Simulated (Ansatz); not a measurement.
# Input and output of a self-consistent single point for CsLiBr2 (P4mm, 8 atoms in the cell) (Ansatz)

Method: LDA (PW92), default PAW files made with PBE (plane waves; Ansatz, a program for electronic structure).

The input file:

Ansatz 0.2 input:
```yaml
crystal:
  lattice:
    - [5.207146, 0.000000, 0.000000]
    - [0.000000, 5.207146, 0.000000]
    - [0.000000, 0.000000, 9.979710]
  atoms:
    - { symbol: Cs, position: [0.000000, 0.500000, 0.305040] }
    - { symbol: Cs, position: [0.500000, 0.000000, 0.699970] }
    - { symbol: Li, position: [0.500000, 0.000000, 0.082480] }
    - { symbol: Li, position: [0.000000, 0.500000, 0.917520] }
    - { symbol: Br, position: [0.000000, 0.500000, 0.665920] }
    - { symbol: Br, position: [0.500000, 0.000000, 0.334080] }
    - { symbol: Br, position: [0.000000, 0.000000, 0.000000] }
    - { symbol: Br, position: [0.500000, 0.500000, 0.000000] }
basis:
  ecutwfc: 420.0
kpoints:
  mp_grid: { grid: [5, 5, 3] }
hamiltonian:
  xc: lda
  pseudopotentials: { kind: paw }
scf:
  occupations: { method: fermi_dirac, width: 0.05 }
output:
  forces: true
  eigenvalues: true
  stress: true
```

The program printed (abridged):

```
WARN ansatz: RAYON_NUM_THREADS=1 ignored (pool sized by the plan → 1); use --threads N
Pseudopotentials: kind: paw
Pseudopotential: Cs, paw, valence charge 9
Pseudopotential: Li, paw, valence charge 3
Pseudopotential: Br, paw, valence charge 7
Crystal: 8 atoms, lattice volume = 270.594 Å³
Basis set: ecut = 420 eV, 5345 PW (Γ)
Bands: 34, of which v1, the nominal top of the filled ones, is band 26 counted from 1 (25 counted from 0)
Symmetry: 8 space group operations
Space group: P4mm (ITA 99), of the structure as read, at distance tolerance 6.5e-5 Å
k-points: 12 of 75 (time reversal used)
PAW frozen core: Cs, regenerated for the run's functional, and the local potential with it
PAW frozen core: Br, regenerated for the run's functional, and the local potential with it
Initial density: superposition of atomic densities (neutral atoms: chi_scale 0, normalization atom), corrected by the library's trained network
Initial wavefunctions: pseudopotential atomic-orbital guess
Eigensolver: davidson
Functional: x = slater, c = lda
SCF iter   1: F=—  HF=-22201.903545 eV  |F-HF|=—  |Δ(HF+E_count)|=         —  Δρ=3.86e-3  dr2=2.44e-2  ethr=1.77e-3  ⟨swp⟩=11.1  Hψ=2423  notcnv=0
all-band conjugate gradients solve this SCF's bands
preconditioner: auto → Resta (q_TF=auto, 2.073 Å⁻¹)
SCF iter   2: F=—  HF=-22201.892031 eV  |F-HF|=—  |Δ(HF+E_count)|=   1.15e-2  Δρ=2.07e-3  dr2=9.14e-3  ethr=4.70e-5  ⟨swp⟩=2.1  Hψ=825  notcnv=0  defer=9
SCF iter   3: F=—  HF=-22201.889027 eV  |F-HF|=—  |Δ(HF+E_count)|=   3.00e-3  Δρ=4.00e-4  dr2=4.33e-4  ethr=1.76e-5  ⟨swp⟩=2.4  Hψ=634  notcnv=0  defer=9
SCF iter   4: F=—  HF=-22201.888977 eV  |F-HF|=—  |Δ(HF+E_count)|=   5.07e-5  Δρ=9.50e-5  dr2=3.81e-5  ethr=8.32e-7  ⟨swp⟩=2.2  Hψ=621  notcnv=0  defer=9
SCF iter   5: F=—  HF=-22201.889076 eV  |F-HF|=—  |Δ(HF+E_count)|=   9.94e-5  Δρ=1.99e-5  dr2=2.70e-6  ethr=7.32e-8  ⟨swp⟩=2.1  Hψ=630  notcnv=0  defer=9
SCF iter   6: F=—  HF=-22201.889077 eV  |F-HF|=—  |Δ(HF+E_count)|=   1.46e-6  Δρ=7.27e-6  dr2=2.76e-7  ethr=5.20e-9  ⟨swp⟩=2.0  Hψ=592  notcnv=0  defer=9
SCF iter   7: F=-22201.889077 eV  HF=-22201.889077 eV  |F-HF|=8.38e-9  |Δ(HF+E_count)|=   2.25e-8  Δρ=1.88e-6  dr2=1.55e-8  ethr=1.92e-10  ⟨swp⟩=12.6  Hψ=2179  notcnv=0
SCF 1 converged in 7 iterations: F = -22201.889077 eV  dr2 = 1.55e-8
SCF converged after 7 iterations
Free energy (F): -22201.889077 eV
Harris-Foulkes:  -22201.889077 eV  (|F-HF|=8.38e-9)
Internal energy: -22201.889077 eV  (E = F + TS)
E sigma→0 (E₀):  -22201.889077 eV
Fermi energy:    3.627802 eV
--- Per-component energies (eV) ---
  E_band       = -375.056891
  E_kinetic    = 864.727173
  E_local      = -1759.307138  (includes V_loc(G=0)·N_el)
  E_nonlocal   = 285.909144
  E_hartree    = 527.172788
  E_xc         = -1413.834490
  E_vxc        = -702.988768  (∫ρ·V_xc dr)
  E_paw        = -18485.421831  (= ΣΔE_a)
  E_vpaw       = -117.741155  (= ΣTr[D̂ρ^β])
  E_aug_tail   = 0.000034  (compensation charges beyond the density's cutoff)
  E_ewald      = -2222.501915
  E_core_change = 1.367158  (= ΣΔE_core)
  E_smearing   = -0.000000  (= −TS)
  E_closure    = -0.000000  (closes the sum)
  Σ components = -22201.889077   (vs F -22201.889077, Δ=0.00e0)
--- Forces (eV/Å), atoms counted from 1 ---
  atom   1  Cs     0.00000000     0.00000000    -0.04330855
  atom   2  Cs    -0.00000000     0.00000000     0.00675515
  atom   3  Li     0.00000000     0.00000000     0.05572703
  atom   4  Li    -0.00000000     0.00000000    -0.03520040
  atom   5  Br    -0.00000000     0.00000000     0.09901775
  atom   6  Br     0.00000000     0.00000000    -0.07451955
  atom   7  Br    -0.00000000     0.00000000    -0.00423471
  atom   8  Br     0.00000000     0.00000000    -0.00423471
  max |Σ_I F_I| component: 2.00e-6 eV/Å
--- Stress (GPa, compression-positive) ---
       -2.074863       0.000000       0.000000
        0.000000      -2.074863       0.000000
       -0.000000       0.000000      -1.804811
  P = ⅓ Tr σ = -1.9848 GPa (-19.848 kbar)
  The stress holds the Pulay correction. Without it, at fixed plane waves, as pw.x and ABINIT print it: P = -1.9982 GPa
--- Band table (eV; the first three rows and the last of 12) ---
  k-point 0: bands = ["-41.7343", "-41.7337", "-18.1175", "-18.1015", "-11.6930", "-11.1317", "-11.0245", "-11.0029", "-4.9695", "-4.9167", "-4.8906", "-4.8906", "-4.8371", "-4.8371", "-0.7219", "-0.7219", "-0.3067", "0.4793", "0.8808", "1.0103", [...]
  k-point 1: bands = ["-41.7343", "-41.7337", "-18.1173", "-18.1018", "-11.6942", "-11.1317", "-11.0279", "-10.9975", "-5.0231", "-4.8853", "-4.8853", "-4.8701", "-4.8426", "-4.8426", "-0.7234", "-0.7234", "-0.1875", "0.5351", "0.8801", "0.9169", [...]
  k-point 2: bands = ["-41.7343", "-41.7338", "-18.1148", "-18.0997", "-11.6446", "-11.1907", "-11.0303", "-11.0103", "-4.9625", "-4.9214", "-4.8841", "-4.8692", "-4.8431", "-4.8248", "-0.5897", "-0.5849", "-0.2749", "0.4275", "0.6962", "0.8212", [...]
  k-point 11: bands = ["-41.7341", "-41.7339", "-18.1055", "-18.0922", "-11.4487", "-11.3940", "-11.0245", "-11.0064", "-5.0340", "-4.9998", "-4.9519", "-4.9515", "-4.9355", "-4.9165", "-1.0392", "-0.9001", "0.2422", "0.3966", "0.6270", "0.6858", [...]
```

The run converged in 7 iterations.

The starting cell comes from a database of computed structures (which also holds hypothetical and non-ambient phases and stackings), without a prior relaxation at this level. Its lattice was rescaled by up to half a per cent. One atom was moved a little off its site on purpose. Ansatz's pressure includes its estimate of the finite-basis (Pulay) stress.
